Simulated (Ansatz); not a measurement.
Results of PBEsol+SOC (Ansatz, a program for electronic structure, PAW) for Cd₂SnO₄ (model structure, started from the spinel type, Fd-3m, No. 227, 14 atoms in the cell).

Run with plane-wave cutoff 520 eV, 10×10×10 k mesh, Fermi–Dirac smearing 0.05 eV, PAW data made under PBE.

Cell (relaxed with PBEsol):

```cif
data_Cd16O32Sn8
_chemical_formula_sum 'Cd16 Sn8 O32'
_space_group_name_H-M_alt 'Fd-3m :1'
_space_group_IT_number 227
_space_group_name_Hall 'F 4d 2 3 -1d'
_cell_length_a 9.17620
_cell_length_b 9.17620
_cell_length_c 9.17620
_cell_angle_alpha 90.000
_cell_angle_beta 90.000
_cell_angle_gamma 90.000
loop_
_atom_site_label
_atom_site_type_symbol
_atom_site_symmetry_multiplicity
_atom_site_Wyckoff_symbol
_atom_site_fract_x
_atom_site_fract_y
_atom_site_fract_z
_atom_site_occupancy
Cd1 Cd 16 c 0.12500 0.12500 0.12500 1
Sn1 Sn 8 b 0.50000 0.50000 0.50000 1
O1 O 32 e 0.37510 0.37510 0.37510 1
```
(The calculation used a cell of 14 atoms; values per cell refer to that cell.)

Question: What does this level give for the band gap?

Answer: 
- band gap: 0.15 eV (under three smearing widths, so not firm)

Note: the relaxation could raise the start's symmetry but not lower it, so the cell can be a saddle point.

It cost very roughly 9 core-minutes of CPU time.

A model structure was made by putting elements into a prototype or built by hand; it is no filed structure, need not be a known phase, and can be a saddle point held by its symmetry.
